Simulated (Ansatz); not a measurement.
The parent structure is a 10-atom supercell of LiTaO3 (space group R3c, No. 161; a = 5.192 Å, c = 13.922 Å (hexagonal axes)) at its relaxed geometry.

The values are results of plane-wave PAW DFT at the PBE level (Ansatz, an electronic-structure program, 420 eV), spin-orbit coupling left out, not measurements.

Base values:

| Quantity | Value |
|---|---|
| Pressure | 0.0 GPa |

One thing is altered: a neutral Li on a Ta site (antisite), atoms relaxed at fixed cell, starting from a slightly rattled geometry.

Tabulated Pauling electronegativity and covalent radius: Ta 1.50, 1.70 Å; Li 0.98, 1.28 Å.

**Question.** What does the calculation give for the pressure, shift of the substituted atom off its lattice site and largest displacement of a host atom from its site in the perfect cell after the change?

**Answer.** The pressure goes from zero to 4.5 GPa; the shift of the substituted atom off its lattice site is 0.43 Å; the largest displacement of a host atom from its site in the perfect cell amounts to 0.81 Å.

The magnetic state is the one reached from the starting moments; the real material's order can differ, and small cells can't hold many antiferromagnetic ones. The cell is small, so the values are those of an ordered compound at a high defect concentration; dilute-limit values will differ. The defect cell is spin-polarised and ends with 4.0 μB.
